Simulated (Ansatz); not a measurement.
## Effect of uniaxial strain ε_zz = +2.50 % on K

The parent structure is K in the bcc (W type) structure (space group Im-3m, No. 229; a = 5.215 Å; relaxed with 0.1 eV smearing). Axes: x, y, z lie along the cube axes.

The change: uniaxial strain ε_zz = +2.50 %, all other strain components held at zero, atoms relaxed at fixed cell.

The values are results of PBEsol, PAW, 420 eV (Ansatz, an electronic-structure program; without spin-orbit coupling), not measurements. k-mesh 18×18×18 (Γ-centred); smearing 0.1 eV (Fermi–Dirac).

- Volume per atom: 72.67 Å³ (base 70.90 Å³)
- Energy relative to the base (free energy F): +0.4 meV/atom
- Pressure (mean of the normal stresses, compression positive): -0.1 GPa (base 0.0 GPa)
- Band gap: zero (base zero)
- Stress (xx, yy, zz, yz, xz, xy; compression positive): (-0.1, -0.1, -0.1, 0.0, 0.0, 0.0) GPa

Final structure:

```xyz
1
Lattice="-2.6073 2.6073 2.6725 2.6073 -2.6073 2.6725 2.6073 2.6073 -2.6725" Properties=species:S:1:pos:R:3 pbc="T T T"
K      0.0000     0.0000     0.0000
```

Cost of the whole job for the changed cell (relaxation, final SCF and bands): about 19 core-seconds (a rough figure).

Stability against distortions was not tested.
